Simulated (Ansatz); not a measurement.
**Effect of uniaxial stress, 3 GPa compression along z on CsCaH3**

Take CsCaH$_{3}$ in the cubic perovskite structure (space group Pm-3m, No. 221; a = 4.5405 Å; a cell from a computed database, its experimental status unchecked) as the base. Axes: x, y, z lie along the cube axes.

One thing is altered: uniaxial stress, 3 GPa compression along z; all other stress components relax to zero.

All numbers come from Ansatz (a quantum-chemistry and plane-wave program) PBEsol, no SOC. k-mesh 7×7×7 (Γ-centred); smearing 0.05 eV (Fermi–Dirac).

```json
[
 {"quantity": "volume per atom", "base": "18.72 Å³", "changed": "18.12 Å³", "shift": "-0.60 Å³"},
 {"quantity": "shortest interatomic distance", "base": "2.270 Å", "changed": "2.158 Å", "shift": "-0.112 Å"},
 {"quantity": "energy relative to the base (free energy F)", "base": "0 meV/atom", "changed": "+8.2 meV/atom", "shift": "+8.2 meV/atom"},
 {"quantity": "band gap", "base": "2.88 eV", "changed": "2.77 eV", "shift": "-0.116 eV"},
 {"quantity": "gap character", "base": "–", "changed": "direct at R", "shift": "–"},
 {"quantity": "electron mass", "base": "–", "changed": "0.41 mₑ along z, 0.44 mₑ across (at M)", "shift": "–"},
 {"quantity": "hole mass", "base": "–", "changed": "0.73 mₑ along x, 0.78 mₑ along y, 0.62 mₑ along z (at M)", "shift": "–"},
 {"quantity": "strain response (xx, yy, zz)", "base": "–", "changed": "(+0.90, +0.90, −4.93) %", "shift": "–"},
 {"quantity": "secant Young's modulus along z", "base": "–", "changed": "61 GPa", "shift": "–"},
 {"quantity": "mean lateral Poisson ratio", "base": "–", "changed": "0.18", "shift": "–"}
]
```

Effective masses come from finite differences of ±0.01 Å⁻¹. Stability under load was not tested beyond the relaxation. Many cubic perovskites are stable only at high temperature; tilts and polar distortions were not tested. k-point labels follow each cell's own Brillouin zone.
